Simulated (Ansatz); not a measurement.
Ge3N4 with two functionals

Take Ge3N4 (space group P6_3/m, No. 176; a = 8.129 Å, c = 3.114 Å) as the base.

(Cell as relaxed with PBE.)

Levels (all Ansatz, an electronic-structure program, PAW): PBE (420 eV, without spin-orbit coupling); PBEsol (420 eV, no spin-orbit coupling).

Each level relaxes its own structure.

| quantity | PBE | PBEsol |
|---|---|---|
| volume per atom | 12.73 Å³ | … |
| lattice parameter a | 8.129 Å | … |
| lattice parameter c | 3.114 Å | … |
| band gap | 1.82 eV | … |
| gap character | direct at Γ | … |
| electron mass | 0.21 mₑ along c, 0.24 mₑ across | … |

Question: What does PBEsol give?

Answer: 
- volume per atom, PBEsol: 12.39 Å³
- lattice parameter a, PBEsol: 8.057 Å
- lattice parameter c, PBEsol: 3.085 Å
- band gap, PBEsol: 2.09 eV
- gap character, PBEsol: direct at Γ
- electron mass, PBEsol: 0.22 mₑ along c, 0.26 mₑ across

PBE's volume per atom lies 0.346 Å³ above PBEsol's (2.8 %); PBE's lattice parameter a lies 0.0729 Å above PBEsol's (0.9 %); PBE's lattice parameter c lies 0.0295 Å above PBEsol's (1.0 %); PBE's band gap lies 0.27 eV below PBEsol's; the two agree on the gap character. Neither level is exact; PBEsol is the comparison here, not a measurement.

Masses are band curvatures over ±0.01 Å⁻¹ around the edge. Stability against distortions was not tested.
